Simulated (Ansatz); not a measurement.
We consider NaAl11O17 (R3m, No. 160, 29 atoms in the cell; start mp-759230), described by HSE06 in Ansatz (PAW).

Numerical settings: plane-wave cutoff 460 eV, 4×4×4 k mesh, Fermi–Dirac smearing 0.01 eV, scalar-relativistic PAW data made under PBE.

Cell (relaxed with PBEsol):

Space group R3m, hexagonal axes (No. 160); a = 5.612 Å, b = 5.612 Å, c = 33.934 Å, α = 90.00°, β = 90.00°, γ = 120.00°

```csv
atom,site,symmetry,x,y,z
Na,3a,3m,0.0000,0.0000,0.1749
Al,9b,.m,0.3358,0.1679,0.0712
Al,3a,3m,0.0000,0.0000,0.0000
Al,3a,3m,0.0000,0.0000,0.5496
Al,3a,3m,0.0000,0.0000,0.4498
Al,3a,3m,0.0000,0.0000,0.6501
Al,3a,3m,0.0000,0.0000,0.3508
Al,9b,.m,0.3325,0.1662,0.2625
O,3a,3m,0.0000,0.0000,0.7032
O,3a,3m,0.0000,0.0000,0.9056
O,9b,.m,0.1557,0.3114,0.0331
O,9b,.m,0.5096,0.0192,0.2998
O,9b,.m,0.1626,0.3252,0.2358
O,9b,.m,0.5012,0.0025,0.0960
O,3a,3m,0.0000,0.0000,0.4998
O,3a,3m,0.0000,0.0000,0.2967
O,3a,3m,0.0000,0.0000,0.0958
```
(The calculation used a cell of 29 atoms; values per cell refer to that cell.)

Predict the band gap and smallest direct gap on the k points sampled.


band gap: 6.29 eV (on the SCF k mesh) (indirect)
smallest direct gap on the k points sampled: 6.33 eV

Note: cell and atoms aren't relaxed at this level (largest force component 0.28 eV/Å, pressure -2.2 GPa).

The result took about 24 core-minutes (a rough figure).

A start named mp-… is a Materials Project structure, which need not be a measured phase.

Ansatz is an electronic-structure program.
